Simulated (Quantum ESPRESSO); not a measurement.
Troubleshooting Quantum ESPRESSO: a failed run on Mg5Se (P1, 6 atoms in the cell). The aim is a self-consistent single point with DFT, PBEsol, plane waves, GBRV 1.5 ultrasoft (PBESOL) pseudopotentials.

Cell that was meant: a = 5.6870 Å, b = 5.6870 Å, c = 7.9208 Å, α = 106.72°, β = 106.72°, γ = 35.22°.

Part of the input:

```fortran
/
&SYSTEM
  ibrav = 0
  nat = 7
  ntyp = 2
  ecutwfc = 40
  ecutrho = 200
```

The program printed (abridged):

```
     This program is part of the open-source Quantum ESPRESSO suite
     for quantum simulation of materials; please cite

 %%%%%%%%%%%%%%%%%%%%%%%%%%%%%%%%%%%%%%%%%%%%%%%%%%%%%%%%%%%%%%%%%%%%%%%%%%%%%%
     Error in routine read_cards (7):
     wrong number of columns in ATOMIC_POSITIONS
 %%%%%%%%%%%%%%%%%%%%%%%%%%%%%%%%%%%%%%%%%%%%%%%%%%%%%%%%%%%%%%%%%%%%%%%%%%%%%%

     stopping ...
```

Question: Read the log: what does the program object to, and what is the fix?

Answer: The fault is an atom count that does not match the list of atoms; here the program stops on it instead of giving results. To fix it, make the count match the list. The program stopped before any SCF iteration.

The sound input it was made from differs as follows (other fixes are possible):
```diff
-  nat = 7
+  nat = 6
```

With that input, the run converged in 11 iterations: free energy E − TS -9101.9337 eV; Fermi level (on the code's own zero) 5.38 eV; pressure -0.86 GPa; largest force (vector length) 0.380 eV/Å (DFT, PBEsol, plane waves, GBRV 1.5 ultrasoft (PBESOL) pseudopotentials).

On the sound input: the starting cell comes from a database of computed structures (which also holds hypothetical and non-ambient phases and stackings), without a prior relaxation at this level. Its atoms were displaced at random from the sites of space group no. 8. The run gives no clean gap (levels at the Fermi energy touch, overlap or are partly filled at this smearing), which alone does not show that the compound is a metal. Without a gap this mesh is coarse (it stands for a supercell whose shortest vector is 17 Å).
